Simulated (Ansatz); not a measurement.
**AlCo, pressure series**

Base system: AlCo in the CsCl type structure (space group Pm-3m, No. 221; non-magnetic).

```yaml
crystal:
  lattice:
    - [2.82278, 0.00000, 0.00000]
    - [0.00000, 2.82278, 0.00000]
    - [0.00000, 0.00000, 2.82278]
  atoms:
    - { symbol: Al, position: [0.00000, 0.00000, 0.00000] }
    - { symbol: Co, position: [0.50000, 0.50000, 0.50000] }
```

Cell and atoms are relaxed at each pressure.

The values are results of PBEsol (Ansatz, a program for electronic structure; PAW; 420 eV plane waves; spin-orbit coupling left out), not measurements.

Notes on the quantities. enthalpy: H = E + PV relative to the base's energy.

```
variant                enthalpy     density  shortest interatomic distance
----------------  -------------  ----------  -----------------------------
base                          –  6.34 g/cm³                       244.5 pm
pressure −2 GPa   -0.14 eV/atom  6.28 g/cm³                       245.3 pm
pressure −1 GPa   -0.07 eV/atom  6.31 g/cm³                       244.9 pm
pressure 1.8 GPa  +0.13 eV/atom  (withheld)                     (withheld)
pressure 4.2 GPa  +0.29 eV/atom  6.48 g/cm³                       242.8 pm
pressure 9 GPa    +0.62 eV/atom  6.62 g/cm³                       241.0 pm
pressure 18 GPa   +1.21 eV/atom  6.86 g/cm³                       238.1 pm
pressure 30 GPa   +1.97 eV/atom  7.15 g/cm³                       234.9 pm
pressure 45 GPa   +2.89 eV/atom  7.48 g/cm³                       231.4 pm
pressure 60 GPa   +3.76 eV/atom  7.76 g/cm³                       228.5 pm
```

Q: Complete the table.

A: 
- pressure 1.8 GPa, density: 6.40 g/cm³
- pressure 1.8 GPa, shortest interatomic distance: 243.7 pm

Load acts through the strain it causes; cell and atoms are relaxed under it. No phonon test of stability was made. No other phases were tried under pressure. Starting moments died away, wholly or in part, for the base; another magnetic solution may exist. All final runs are without spin polarisation.
